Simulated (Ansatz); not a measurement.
Take Ir in the fcc (Cu type) structure (space group Fm-3m, No. 225; a = 3.831 Å; relaxed with 0.1 eV smearing) as the base. Axes: x, y, z lie along the cube axes.

Calculations: PBEsol (Ansatz, a first-principles code), no spin-orbit coupling.

For the base:

```
Property   Result
--------  -------
Pressure  0.0 GPa
```

Modification: biaxial strain +0.42 %, plane normal [111], relaxed out of plane (Cartesian); in-plane vectors clamped, the third vector and the atoms free.

Question: Estimate the effect on the energy relative to the base, pressure and out-of-plane strain.

Answer: The energy increases by 1.3 meV/atom; the pressure (mean of the normal stresses, compression positive) goes from zero to -2.3 GPa; the out-of-plane strain is -0.21 %.

No phonon test of stability was made. All final runs are without spin polarisation.
